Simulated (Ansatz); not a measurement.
Abridged Ansatz (an electronic-structure program) output:

```
Relaxation: its limit of steps is 50 (relax.max_steps)
Pseudopotential: Zr, paw, valence charge 12
Crystal: 2 atoms, lattice volume = 47.210 Å³
Basis set: ecut = 420 eV, 941 PW (Γ), exchange–correlation on 48×48×72 points (8 copies of the dense FFT grid, shifted against one another)
Bands: 16, of which v1, the nominal top of the filled ones, is band 12 counted from 1 (11 counted from 0)
Symmetry: 24 space group operations
k-points: 288 of 4851
Functional: x = pbe(κ = 0.804, μ = 0.2195149727645171), c = pbe(β = 0.06672455060314922)
SCF iter   1: F=—  HF=-8367.923303 eV  |F-HF|=—  |Δ(HF+E_count)|=         —  Δρ=2.88e-2  dr2=5.10e-1  ethr=3.10e-3  ⟨swp⟩=4.9  Hψ=19645  notcnv=0
SCF iter   2: F=—  HF=-8367.803704 eV  |F-HF|=—  |Δ(HF+E_count)|=   1.20e-1  Δρ=1.74e-2  dr2=1.79e-1  ethr=2.12e-3  ⟨swp⟩=2.0  Hψ=7604  notcnv=0
SCF 1 converged in 6 iterations: F = -8367.754214 eV  dr2 = 4.21e-8
relax step   1: F+E_penalty+E_count = -8367.75421360 eV  Δ(F+E_penalty+E_count) = +0.000e0 eV  max|allowed force component| = 8.327e-17 eV/Å  Δτ_max = 0.0000 Å  P = -0.736 GPa  Ω = 47.210 Å³  fix = [a, b, gamma]  reactions: a -0.968, b -0.968 GPa  (6 SCF iters, dr2 threshold 1.00e-7 eV, accepted)
[... steps on the carried basis left out ...]
relax step   3: F+E_penalty+E_count = -8367.75428330 eV  Δ(F+E_penalty+E_count) = -1.766e-5 eV  max|allowed force component| = 7.401e-17 eV/Å  Δτ_max = 0.0000 Å  P = -0.575 GPa  Ω = 47.132 Å³  energy of the carried Pulay correction = +2.974e-6 eV  fix = [a, b, gamma]  reactions: a -0.863, b -0.863 GPa  (3 SCF iters, dr2 threshold 5.35e-8 eV, accepted)
Crystal: 2 atoms, lattice volume = 47.132 Å³
SCF iter   1: F=—  HF=-8367.754286 eV  |F-HF|=—  |Δ(HF+E_count)|=         —  Δρ=2.98e-6  dr2=1.93e-9  ethr=9.82e-8  ⟨swp⟩=3.1  Hψ=34836  notcnv=0
SCF iter   2: F=—  HF=-8367.754280 eV  |F-HF|=—  |Δ(HF+E_count)|=   5.89e-6  Δρ=1.68e-6  dr2=7.42e-10  ethr=8.03e-12  ⟨swp⟩=2.3  Hψ=8566  notcnv=0
SCF 4 converged in 5 iterations: F = -8367.754280 eV  dr2 = 1.16e-13
SCF converged after 5 iterations
Free energy (F): -8367.754280 eV
Internal energy: -8367.684572 eV  (E = F + TS)
E sigma→0 (E₀):  -8367.719426 eV
Entropy (-TS):   -0.069709 eV (-34.854 meV/atom)
Fermi energy:    13.756731 eV
--- Forces (eV/Å), atoms counted from 1 ---
  atom   1  Zr     0.00000000     0.00000000     0.00000000
  atom   2  Zr     0.00000000    -0.00000000     0.00000000
--- Stress (GPa, compression-positive) ---
       -0.862524      -0.000000       0.000000
        0.000000      -0.862524       0.000000
        0.000000       0.000000      -0.000661
  P = ⅓ Tr σ = -0.5752 GPa (-5.752 kbar)
--- Relaxed structure (3 steps of the walk, 3 accepted, 1 SCFs on fresh bases) ---
  cell:  # Å, volume = 47.1318 Å³
    - [3.2488432564253107, -6.181786848918074e-99, 0.0]
    - [1.6244216282126553, 2.81358079297808, 0.0]
    - [0.0, 0.0, 5.156151479878876]
  atoms:
    - { symbol: Zr, position: [0.33333333333333326, 0.3333333333333333, 0.7499999999999999] }
    - { symbol: Zr, position: [0.6666666666666665, 0.6666666666666666, 0.24999999999999997] }
```

Task: What was computed, and what are the main results?

Result: Zr, 2 atoms in the cell, with PBE (Ansatz), no spin-orbit coupling, earlier PAW set. The last SCF converged to F = -8367.754280 eV, or -4183.8771 eV per atom, at a pressure of -0.58 GPa. The total energy compares only with runs of the same code, potentials and settings.

The cells carry an imposed strain or load. No phonon test of stability was made. All final runs are without spin polarisation. The cell was made from Zr in the hcp (Mg type) structure (space group P6_3/mmc, No. 194) by this change: biaxial strain +0.56 %, plane normal [001], relaxed out of plane.

Keys are those of Ansatz 0.2.
